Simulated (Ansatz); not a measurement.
Reference: CaGe$_{2}$ (R-3m), PBEsol, DFPT electron-phonon coupling, linearised Boltzmann equation (plane waves, PAW, scalar-relativistic; Ansatz, a program for electronic structure); geometry: relaxed with this functional, without spin-orbit coupling.

```cif
data_Ca3Ge6
_chemical_formula_sum 'Ca3 Ge6'
_space_group_name_H-M_alt 'R-3m :H'
_space_group_IT_number 166
_space_group_name_Hall '-R 3 2"'
_cell_length_a 3.94868
_cell_length_b 3.94868
_cell_length_c 15.59121
_cell_angle_alpha 90.000
_cell_angle_beta 90.000
_cell_angle_gamma 120.000
loop_
_atom_site_label
_atom_site_type_symbol
_atom_site_symmetry_multiplicity
_atom_site_Wyckoff_symbol
_atom_site_fract_x
_atom_site_fract_y
_atom_site_fract_z
_atom_site_occupancy
Ca1 Ca 3 a 0.00000 0.00000 0.00000 1
Ge1 Ge 6 c 0.00000 0.00000 0.20222 1
```
(The calculation used a cell of 3 atoms; values per cell refer to that cell.)

The resistivity at 300 K comes out as 44 μΩ·cm.

### Question
Replace Ge by Si on the same sites and relax. What happens?

### Answer
CaSi2 (R-3m): volume per atom 23.4 to 21.9 Å³; resistivity at 300 K falls (44 μΩ·cm to 33 μΩ·cm).

Moves up to 16 % count as about the same. Metals; harmonic phonons alone scatter; means over directions. Halving the electron mesh moves these values by up to 11 %; q meshes are mostly untested. Spin-orbit coupling is left out.

Computed structure with no diffraction record at hand here (it may be known, metastable or hypothetical): CaGe2 (R-3m), CaSi2 (R-3m).
